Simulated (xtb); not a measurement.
xtb 6.7.1, GFN2-xTB: Ti(Me)4 ([CH3][Ti]([CH3])([CH3])[CH3]), 17 atoms. The geometry is a generated start, not checked to be a minimum at this level.

```yaml
method: GFN2-xTB
"--acc": 1 (default)
"--etemp (K)": 300 (default)
detailed input (--input): "none: ANC optimiser, Lindh (1995) Hessian, microcycle=20, maxdispl=1.0, hlow=0.01 (default)"
basis_functions: 38
valence_electrons: 32
```

```xyz
17

Ti    -0.0028    -0.0098    -0.0041
C      1.3632     0.9649    -1.2246
H      1.7307     0.3000    -2.0234
H      2.2372     1.3106    -0.6469
H      0.9059     1.8455    -1.7045
C      1.0181    -1.0698     1.4556
H      1.2747    -0.4224     2.3104
H      1.9581    -1.4860     1.0546
H      0.4160    -1.9091     1.8399
C     -1.1620    -1.2998    -1.1381
H     -2.0482    -0.7823    -1.5398
H     -1.5147    -2.1543    -0.5377
H     -0.5926    -1.7014    -1.9922
C     -1.2212     1.4020     0.9063
H     -0.6238     2.1991     1.3781
H     -1.8422     0.9369     1.6900
H     -1.8963     1.8758     0.1764
```

Charge 0 and multiplicity 1 are set for this test and not shown to be the ground state.

The structure is relaxed from this start with --opt LEVEL for the levels crude, sloppy, loose, lax, normal, tight, vtight, extreme, once each. Up to the end of the extreme run atoms move by at most 0.41 Å along an axis.

Problem. Choose the cheapest level whose final energy lies within 5 meV of that of extreme.

Solution. normal: 21 cycles against 32, ending 0.47 meV above.

```tsv
level	cycles	energy above the extreme run (meV)	gradient norm (eV/Å)
crude	1	17	0.098
sloppy	1	17	0.098
loose	1	17	0.098
lax	1	17	0.098
normal	21	0.47	0.049
tight	30	under 0.01	0.0036
vtight	31	under 0.01	0.0028
extreme	32	—	0.0026
```
